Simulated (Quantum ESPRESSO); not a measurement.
The steps of a band-structure calculation for Mg₆SiBi (Amm2, 8 atoms in the cell) with Quantum ESPRESSO.

Method: LDA (PW92), PseudoDojo standard norm-conserving (LDA) pseudopotentials (plane waves; Quantum ESPRESSO).

Step 1 (scf):

```fortran
&CONTROL
    calculation = 'scf',
    prefix = 'scf',
    outdir = './work',
    pseudo_dir = './',
    tprnfor = .true.,
    tstress = .true.,
/
&SYSTEM
    ibrav = 0,
    nat = 8,
    ntyp = 3,
    ecutwfc = 85,
    occupations = 'smearing',
    smearing = 'fd',
    degauss = 0.0099958,
/
&ELECTRONS
    conv_thr = 1.0d-10,
/
ATOMIC_SPECIES
Mg    24.3050  Mg.upf
Si    28.0850  Si.upf
Bi   208.9804  Bi.upf
ATOMIC_POSITIONS {angstrom}
Mg    2.5994400000    1.6022921811    6.3868654080
Mg    2.5994400000   -1.6022921811    6.3868654080
Mg    0.0000000000    1.6687203975    4.5579988608
Mg    0.0000000000   -1.6687203975    4.5579988608
Mg    0.0000000000    0.0000000000    7.3294695936
Mg    0.0000000000    0.0000000000    1.7938580352
Si    2.5994400000    0.0000000000    9.1039635456
Bi    2.5994400000    0.0000000000    3.6435108864
K_POINTS {automatic}
2 2 2  0 0 0
CELL_PARAMETERS {angstrom}
   5.1988800000     0.0000000000     0.0000000000
   0.0000000000     3.2059950000     5.4700800000
   0.0000000000    -3.2059950000     5.4700800000
```

Step 2 (bands):

```fortran
&CONTROL
    calculation = 'bands',
    prefix = 'scf',
    outdir = './work',
    pseudo_dir = './',
    verbosity = 'high',
/
&SYSTEM
    ibrav = 0,
    nat = 8,
    ntyp = 3,
    ecutwfc = 85,
    occupations = 'smearing',
    smearing = 'fd',
    degauss = 0.0099958,
    nbnd = 50,
/
&ELECTRONS
    conv_thr = 1.0d-10,
    startingwfc = 'random',
    diago_thr_init = 1.0d-6,
/
ATOMIC_SPECIES
Mg    24.3050  Mg.upf
Si    28.0850  Si.upf
Bi   208.9804  Bi.upf
ATOMIC_POSITIONS {angstrom}
Mg    2.5994400000    1.6022921811    6.3868654080
Mg    2.5994400000   -1.6022921811    6.3868654080
Mg    0.0000000000    1.6687203975    4.5579988608
Mg    0.0000000000   -1.6687203975    4.5579988608
Mg    0.0000000000    0.0000000000    7.3294695936
Mg    0.0000000000    0.0000000000    1.7938580352
Si    2.5994400000    0.0000000000    9.1039635456
Bi    2.5994400000    0.0000000000    3.6435108864
K_POINTS {crystal_b}
14
  0.00000000   0.00000000   0.00000000   7  ! G
  0.00000000   0.33587729  -0.33587729   3  ! X
  0.00000000   0.00000000  -0.50000000   6  ! S
 -0.50000000   0.00000000  -0.50000000   3  ! R
 -0.50000000   0.33587729  -0.33587729   7  ! A
 -0.50000000   0.00000000   0.00000000   6  ! Z
  0.00000000   0.00000000   0.00000000   6  ! G
  0.00000000  -0.50000000  -0.50000000   3  ! Y
  0.00000000  -0.33587729  -0.66412271   6  ! X1
 -0.50000000  -0.33587729  -0.66412271   3  ! A1
 -0.50000000  -0.50000000  -0.50000000   6  ! T
  0.00000000  -0.50000000  -0.50000000   1  ! Y
 -0.50000000   0.00000000   0.00000000   6  ! Z
 -0.50000000  -0.50000000  -0.50000000   1  ! T
CELL_PARAMETERS {angstrom}
   5.1988800000     0.0000000000     0.0000000000
   0.0000000000     3.2059950000     5.4700800000
   0.0000000000    -3.2059950000     5.4700800000
```

Step 3 (bands.x):

```fortran
&BANDS
    prefix = 'scf',
    outdir = './work',
    filband = 'bands.dat',
    lsym = .false.,
/
```

Output of bands (abridged):

```
     Atomic positions and unit cell read from directory:
     ./work/scf.save/

     Message from routine setup:
     using ibrav=0 with symmetry is DISCOURAGED, use correct ibrav instead
     G-vector sticks info
     --------------------
     sticks:   dense  smooth     PW     G-vecs:    dense   smooth      PW
     Sum        3187    3187    879               130307   130307   18907

     bravais-lattice index     =            0
   [... lines left out ...]
     unit-cell volume          =    1230.5320 (a.u.)^3
     number of k points=    64  Fermi-Dirac smearing, width (Ry)=  0.0100
   [... lines left out ...]
     ./work/scf.save/charge-density

     Band Structure Calculation
     Davidson diagonalization with overlap

     ethr =  1.00E-06,  avg # of iterations = 27.5

     End of band structure calculation

          k = 0.0000 0.0000 0.0000 ( 16287 PWs)   bands (ev):

   -68.9241 -68.9232 -68.5535 -68.5524 -68.4946 -68.3886 -36.3782 -36.3634
   -36.3434 -36.3417 -36.3318 -36.3294 -35.9954 -35.9845 -35.9839 -35.9780
   -35.9763 -35.9734 -35.9411 -35.9301 -35.9182 -35.8227 -35.8202 -35.8188
   -15.6080 -15.5929 -15.5517 -15.5165 -15.5045  -4.4787  -0.2251   2.5800
     2.8146   3.2106   3.7639   3.9968   4.6423   5.0999   6.6944   7.8368
     8.4068   8.8066   8.8706   9.2411   9.3673   9.5570   9.6732   9.8576
     9.8583  10.3324

          k = 0.0000 0.0778 0.0000 ( 16309 PWs)   bands (ev):

   -68.9241 -68.9232 -68.5535 -68.5524 -68.4946 -68.3886 -36.3779 -36.3637
   -36.3433 -36.3417 -36.3318 -36.3295 -35.9951 -35.9846 -35.9838 -35.9779
   -35.9763 -35.9737 -35.9411 -35.9301 -35.9182 -35.8227 -35.8202 -35.8189
   -15.6080 -15.5929 -15.5517 -15.5165 -15.5045  -4.4670  -0.3110   2.5584
     3.0238   3.1621   3.7406   3.7936   5.0342   5.1321   6.5824   7.5662
     8.4338   8.8021   8.8958   8.9259   9.3364   9.5696   9.8567   9.9499
    10.2880  10.3663

   [... 62 blocks of this kind left out ...]
```

Output of bands.x (abridged):

```
     Reading xml data from directory:

     ./work/scf.save/

     G-vector sticks info
     --------------------
     sticks:   dense  smooth     PW     G-vecs:    dense   smooth      PW
     Sum        3187    3187    879               130307   130307   18907

     Reading collected, re-writing distributed wavefunctions
     high-symmetry point:  0.0000 0.0000 0.0000   x coordinate   0.0000
     high-symmetry point:  0.0000 0.5447 0.0000   x coordinate   0.5447
     high-symmetry point:  0.0000 0.4054-0.2376   x coordinate   0.8201
     high-symmetry point: -0.5000 0.4054-0.2376   x coordinate   1.3201
     high-symmetry point: -0.5000 0.5447 0.0000   x coordinate   1.5955
     high-symmetry point: -0.5000 0.0000 0.0000   x coordinate   2.1401
   [... 3 lines left out ...]
     high-symmetry point: -0.5000 0.2661-0.4752   x coordinate   3.8815
     high-symmetry point: -0.5000 0.0000-0.4752   x coordinate   4.1476
     high-symmetry point:  0.0000 0.0000-0.4752   x coordinate   4.6476
     high-symmetry point: -0.5000 0.0000 0.0000   x coordinate   4.6476
     high-symmetry point: -0.5000 0.0000-0.4752   x coordinate   5.1228

     Plottable bands (eV) written to file bands.dat.gnu
     Bands written to file bands.dat

   JOB DONE.
```

The starting cell comes from a database of computed structures (which also holds hypothetical and non-ambient phases and stackings), without a prior relaxation at this level. Spin-orbit coupling is off.
